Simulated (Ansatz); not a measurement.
Take PbO2 in the rutile structure (space group P4_2/mnm, No. 136; a = 4.998 Å, c = 3.411 Å) as the base. Axes: x, y, z lie along a, b, c of the conventional cell.

Computed with plane-wave PAW DFT at the PBEsol level (Ansatz, a program for electronic structure, 420 eV), without spin-orbit coupling.

For the base:

The pressure is 0.0 GPa. The band gap is zero.

It is then changed as follows: the cell is stretched by 1.80 % along x with no lateral relaxation, atoms relaxed at fixed cell.

**Question.** Predict the new pressure.

**Answer.** The pressure (mean of the normal stresses, compression positive) goes from zero to -2.2 GPa.

**Question.** How does this affect the largest internal atomic displacement?

**Answer.** The largest internal atomic displacement amounts to 0.050 Å.

**Question.** What does the calculation give for the band gap after the change?

**Answer.** The band gap is still zero.

With Pb present, leaving out spin-orbit coupling can change the band edges. The cells carry an imposed strain or load. No phonon test of stability was made. The final runs are not spin-polarised. Gaps under 0.05 eV, about the width of the smearing, are given as zero. A zero or small gap of PbO2 can be the functional's error rather than a property of the material.
